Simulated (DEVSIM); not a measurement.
Device: abrupt Si p-n junction, at 300 K.

Layer 1 from the left is Si, thickness (μm) 0.410, Na (cm⁻³) 2.5e15, τn (s) 6.1e-5, τp (s) 6.1e-5. Layer 2 from the left is Si, thickness (μm) 1.30, Nd (cm⁻³) 5.6e14, τn (s) 6.1e-5, τp (s) 6.1e-5.

Left contact: ohmic. Right contact: ohmic. Voltage is applied to the left contact. Recombination: SRH at mid-gap, radiative. Mobility is μmin + (μ − μmin)/(1 + (N/Nref)^α).

The device is made up for the run: typed textbook-type constants, with dimensions and the other settings drawn at random. Values at 300 K.

Si: gap (eV) 1.124, affinity (eV) 4.05, permittivity 11.7, Nc (cm⁻³) 2.86e19, Nv (cm⁻³) 3.1e19, μn (cm²/Vs) 1417, μp (cm²/Vs) 470, μn,min 52, μp,min 45, Nref,n 9.7e16, Nref,p 2.2e17, αn 0.68, αp 0.72, B (cm³/s) 4.7e-15.

DEVSIM, 1D drift-diffusion, Boltzmann statistics, complete ionisation; no tunnelling, impact ionisation, image-force lowering or self-heating.

Task: What does the simulation give for the potential step across the device at zero bias, the largest field in the device at zero bias, the dark forward voltage at 100 A/cm², the dark forward voltage at 1 A/cm²?

Result: potential step across the device at zero bias 0.600 V; largest field in the device at zero bias 8800 V/cm; dark forward voltage at 100 A/cm² 0.646 V; dark forward voltage at 1 A/cm² 0.473 V.
